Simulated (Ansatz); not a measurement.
The reference is SnO2 in the rutile structure (space group P4_2/mnm, No. 136).

```
CELL_PARAMETERS angstrom
      4.72236     0.00000     0.00000
      0.00000     4.72236     0.00000
      0.00000     0.00000     3.19034
ATOMIC_POSITIONS crystal
  Sn 0.00000 0.00000 0.00000
  Sn 0.50000 0.50000 0.50000
  O  0.30607 0.30607 0.00000
  O  0.80607 0.19393 0.50000
  O  0.19393 0.80607 0.50000
  O  0.69393 0.69393 0.00000
```

Level of theory: Ansatz (an electronic-structure program) LDA, no spin-orbit coupling.

One change was made to it. Results:

The valence-band top at Γ (three highest levels, from the VBM) becomes 0.00, -0.85, -0.85 eV (base: 0.00, -0.80, -0.80 eV); the band gap goes up by 1.035 eV (1.16 eV → 2.20 eV); the electron mass becomes 0.22 mₑ along c, 0.26 mₑ across (at Γ) (base: 0.18 mₑ along c, 0.20 mₑ across (at Γ)); the lattice parameter a shrinks by 16.6 pm (472.2 pm → 455.6 pm).

Which of these changes matches the shifts?
A. pressure 2.1 GPa
B. pressure 22.5 GPa
C. pressure 4.5 GPa
D. pressure 0.9 GPa

B, pressure 22.5 GPa. For comparison, the band gap in the other runs: pressure 2.1 GPa gives 1.27 eV; pressure 4.5 GPa gives 1.39 eV; pressure 0.9 GPa gives 1.21 eV.

Load acts through the strain it causes; cell and atoms are relaxed under it. Masses are band curvatures over ±0.01 Å⁻¹ around the edge. Whether these cells are dynamically stable was not tested. No other phases were tried under pressure.
